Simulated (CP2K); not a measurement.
Band structure of NaBeO3 (Pm-3m, 5 atoms in the cell).

```
CELL_PARAMETERS angstrom
      3.50610     0.00000     0.00000
      0.00000     3.50610     0.00000
      0.00000     0.00000     3.50610
ATOMIC_POSITIONS crystal
  Na 0.00000 0.00000 0.00000
  Be 0.50000 0.50000 0.50000
  O  0.50000 0.50000 0.00000
  O  0.00000 0.50000 0.50000
  O  0.50000 0.00000 0.50000
```

Method of the run: LDA (Pade form), GPW, DZVP-MOLOPT-SR-GTH basis, GTH-PADE potentials (GTH_POTENTIALS) in CP2K.

Settings: CUTOFF = 950 Ry; REL_CUTOFF = 60 Ry; SMEAR/METHOD = FERMI_DIRAC; ELECTRONIC_TEMPERATURE = 580.23 K; KPOINTS/SCHEME = MONKHORST-PACK 6 6 6; GAMMA_CENTERED = T; XC_FUNCTIONAL = PADE; Na/BASIS_SET = DZVP-MOLOPT-SR-GTH; Na/POTENTIAL = GTH-PADE-q9; Be/BASIS_SET = DZVP-MOLOPT-SR-GTH; Be/POTENTIAL = GTH-PADE-q4; O/BASIS_SET = DZVP-MOLOPT-SR-GTH; O/POTENTIAL = GTH-PADE-q6; METHOD = GPW.

The starting cell comes from a database of computed structures (which also holds hypothetical and non-ambient phases and stackings), without a prior relaxation at this level. Its lattice was rescaled by a random factor within 2.5 % of one. Values carry the incompleteness of an atom-centred basis.

Levels in eV from the Fermi level, bands 13 to 18:
```
point     13     14     15     16     17     18
-----  -----  -----  -----  -----  -----  -----
Γ      -0.49  -0.49   0.12   0.12   0.12   8.21
X      -1.35  -1.35  -1.07  -0.11  -0.11  11.51
M      -1.63  -1.33  -1.33  -0.13   0.88  13.21
R      -0.09  -0.09   0.91   0.91   0.91  12.57
```

Bands cross the Fermi level along this path, so the cell is metallic at this level.

Higher empty bands are left out: an atom-centred basis made for the valence describes them poorly.
